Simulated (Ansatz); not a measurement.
# A computed series for BN: response to strain

The parent structure is BN in the zinc blende structure (space group F-43m, No. 216; a = 3.610 Å).

Strains are applied to the cell and any free atomic positions relax.

Computed with r2SCAN, PAW, 500 eV (Ansatz, a first-principles code; scalar-relativistic without spin-orbit coupling).

Candidates:
(a) isotropic strain +2.00 %
(b) isotropic strain +2.50 %
(c) isotropic strain +1.00 %
(d) isotropic strain +0.50 %

For the base:

* **Width of the top valence band**: 6.70 eV

### Question
Order them by width of the top valence band, lowest first.

### Answer
(b) isotropic strain +2.50 % (6.19 eV), (a) isotropic strain +2.00 % (6.29 eV), (c) isotropic strain +1.00 % (6.49 eV), (d) isotropic strain +0.50 % (6.60 eV)

The levels and masses belong to the bands next to the band gap. No phonon test of stability was made.
